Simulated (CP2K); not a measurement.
## Input and output of a self-consistent single point for Se (P3_121, 3 atoms in the cell) (CP2K)

Computed with LDA (Pade form), GPW, DZVP-MOLOPT-SR-GTH basis, GTH-PADE potentials (GTH_POTENTIALS) in CP2K.

This input was run:

```
&GLOBAL
  PROJECT scf
  RUN_TYPE ENERGY_FORCE
  PRINT_LEVEL MEDIUM
&END GLOBAL
&FORCE_EVAL
  METHOD Quickstep
  STRESS_TENSOR ANALYTICAL
  &DFT
    BASIS_SET_FILE_NAME BASIS_MOLOPT
    POTENTIAL_FILE_NAME GTH_POTENTIALS
    &QS
      METHOD GPW
      EPS_DEFAULT 1E-10
    &END QS
    &MGRID
      CUTOFF 400
      REL_CUTOFF 40
      NGRIDS 4
    &END MGRID
    &SCF
      SCF_GUESS ATOMIC
      EPS_SCF 1E-6
      MAX_SCF 100
      ADDED_MOS 4
      &DIAGONALIZATION
        ALGORITHM STANDARD
      &END DIAGONALIZATION
      &MIXING
        METHOD BROYDEN_MIXING
        ALPHA 0.3
        NBUFFER 8
        BETA 1.5
      &END MIXING
      &SMEAR ON
        METHOD FERMI_DIRAC
        ELECTRONIC_TEMPERATURE [K] 116.05
      &END SMEAR
    &END SCF
    &KPOINTS
      SCHEME MONKHORST-PACK 5 5 3
    &END KPOINTS
    &XC
      &XC_FUNCTIONAL PADE
      &END XC_FUNCTIONAL
    &END XC
    &PRINT
      &MO
        EIGENVALUES T
        OCCUPATION_NUMBERS T
        NDIGITS 8
        FILENAME mo
        &EACH
          QS_SCF 0
        &END EACH
        ADD_LAST NUMERIC
      &END MO
      &MULLIKEN ON
      &END MULLIKEN
    &END PRINT
  &END DFT
  &SUBSYS
    &CELL
      A 4.38311000 0.00000000 0.00000000
      B -2.19155600 3.79588500 0.00000000
      C 0.00000000 0.00000000 4.96485000
      PERIODIC XYZ
    &END CELL
    &COORD
      SCALED
      Se       0.00000000     0.22500000     0.66666667
      Se       0.77500000     0.77500000     0.00000000
      Se       0.22500000     0.00000000     0.33333333
    &END COORD
    &KIND Se
      BASIS_SET DZVP-MOLOPT-SR-GTH-q6
      POTENTIAL GTH-PADE-q6
    &END KIND
  &END SUBSYS
  &PRINT
    &FORCES ON
    &END FORCES
    &STRESS_TENSOR ON
    &END STRESS_TENSOR
  &END PRINT
&END FORCE_EVAL
```

Output, abridged:

```
 GLOBAL| Method name                                                        CP2K
 GLOBAL| Project name                                                        scf
 GLOBAL| Run type                                                   ENERGY_FORCE

 CELL| Volume [angstrom^3]:                                            82.604089
 CELL| Vector a [angstrom]:       4.383     0.000     0.000   |a| =     4.383110
 CELL| Vector b [angstrom]:      -2.192     3.796     0.000   |b| =     4.383111
 CELL| Vector c [angstrom]:       0.000     0.000     4.965   |c| =     4.964850
 CELL| Angle (b,c), alpha [degree]:                                    90.000000
 CELL| Angle (a,c), beta  [degree]:                                    90.000000
 CELL| Angle (a,b), gamma [degree]:                                   120.000009
 CELL| Numerically orthorhombic:                                              NO
 CELL| Periodicity                                                           XYZ

 DFT| Spin restricted Kohn-Sham (RKS) calculation                            RKS
 DFT| Multiplicity                                                             1
 DFT| Number of spin states                                                    1
 DFT| Charge                                                                   0
 DFT| XC density smoothing                                                  NONE
 DFT| XC derivatives                                                          PW

 QS| Method:                                                                 GPW
 QS| Density plane wave grid type                        NON-SPHERICAL FULLSPACE
 QS| Number of grid levels:                                                    4
 QS| Density cutoff [a.u.]:                                                200.0
 QS| Multi grid cutoff [a.u.]: 1) grid level                               200.0
   [... lines left out ...]
 BRILLOUIN| Wavefunction type                                            COMPLEX
 BRILLOUIN| List of Kpoints [2 Pi/Bohr]                                       38
 BRILLOUIN| Number           Weight            X              Y              Z
 BRILLOUIN|     1           0.02667       -0.40000       -0.40000       -0.33333
 BRILLOUIN|     2           0.02667       -0.40000       -0.40000        0.00000
 BRILLOUIN|     3           0.02667       -0.40000       -0.40000        0.33333
   [... 35 lines left out ...]
 *******************************************************************************

 Extrapolation method: initial_guess

 Re-scaling the density matrix to get the right number of electrons
                  # Electrons              Trace(P)               Scaling factor
                           18                18.000                        1.000

 Number of electrons:                                                         18
 Number of occupied orbitals:                                                  9
 Number of molecular orbitals:                                                13

 Number of orbital functions:                                                 39
 Number of independent orbital functions:                                     39
 SCF WAVEFUNCTION OPTIMIZATION

  Step     Update method      Time    Convergence         Total energy    Change
     1 NoMix/Diag. 0.30E+00      -     0.42928252       -28.5480565181 -2.85E+01
     2 Broy./Diag. 0.30E+00      -     0.00461755       -28.6720811172 -1.24E-01
     3 Broy./Diag. 0.30E+00      -     0.01758162       -28.5418147592  1.30E-01
     4 Broy./Diag. 0.30E+00      -     0.00097280       -28.4968908195  4.49E-02
     5 Broy./Diag. 0.30E+00      -     0.00199564       -28.4684526052  2.84E-02
     6 Broy./Diag. 0.30E+00      -     0.00027473       -28.4584916154  9.96E-03
     7 Broy./Diag. 0.30E+00      -     0.00037657       -28.4561767797  2.31E-03
     8 Broy./Diag. 0.30E+00      -     0.00006490       -28.4546731122  1.50E-03
     9 Broy./Diag. 0.30E+00      -     0.00003579       -28.4543191605  3.54E-04
    10 Broy./Diag. 0.30E+00      -     0.00000609       -28.4541569575  1.62E-04
    11 Broy./Diag. 0.30E+00      -     0.00000392       -28.4540937845  6.32E-05
    12 Broy./Diag. 0.30E+00      -     0.00000044       -28.4540785565  1.52E-05
  *** SCF run converged in    12 steps ***

  Electronic density on regular grids:        -18.0000000000       -0.0000000000
  Core density on regular grids:               17.9999999968       -0.0000000032
  Total charge density on r-space grids:       -0.0000000032
  Total charge density g-space grids:          -0.0000000032

  Overlap energy of the core charge distribution:               0.00000001110145
  Self energy of the core charge distribution:                -59.73772061093890
  Core Hamiltonian energy:                                     13.10603256543069
  Hartree energy:                                              24.26021651243291
  Exchange-correlation energy:                                 -6.08260703457563
  Electronic entropic energy:                                  -0.00000000000009
  Fermi energy:                                                 0.14758635929757

  Total energy:                                               -28.45407855654957
  Total energy (extrapolated to T->0):                        -28.45407855654952

                     Mulliken Population Analysis

 #  Atom  Element  Kind  Atomic population                           Net charge
       1     Se       1          6.000000                             -0.000000
       2     Se       1          6.000000                              0.000000
       3     Se       1          6.000000                              0.000000
 # Total charge                             18.000000                 -0.000000

 ENERGY| Total FORCE_EVAL ( QS ) energy [hartree]            -28.454070499877151

 FORCES| Atomic forces [hartree/bohr]
 FORCES|   Atom     x               y               z               |f|
 FORCES|      1 -2.94080562E-03  5.09365107E-03 -1.14835980E-08   5.88163403E-03
 FORCES|      2 -2.94084771E-03 -5.09367457E-03 -1.55617223E-08   5.88167543E-03
 FORCES|      3  5.88165142E-03  2.01956614E-08  2.70454460E-08   5.88165142E-03
 FORCES| Sum    -1.91196306E-09 -3.31149236E-09  1.25621442E-13
 FORCES| Total atomic force                                       3.82381804E-09

 STRESS| Analytical stress tensor [bar]
 STRESS|                        x                   y                   z
 STRESS|      x       -1.45712602883E+04   2.15090496263E-02   5.92089762301E-02
 STRESS|      y        2.15090496263E-02  -1.45712698362E+04  -3.09744482619E-02
 STRESS|      z        5.92089762301E-02  -3.09744482619E-02   3.60766039666E+01
 STRESS| 1/3 Trace                                            -9.70215117350E+03
```

The run converged in 12 iterations.

The starting cell has typed, rounded lattice constants, without a prior relaxation at this level. Its lattice was rescaled by up to half a per cent. Values carry the incompleteness of an atom-centred basis.
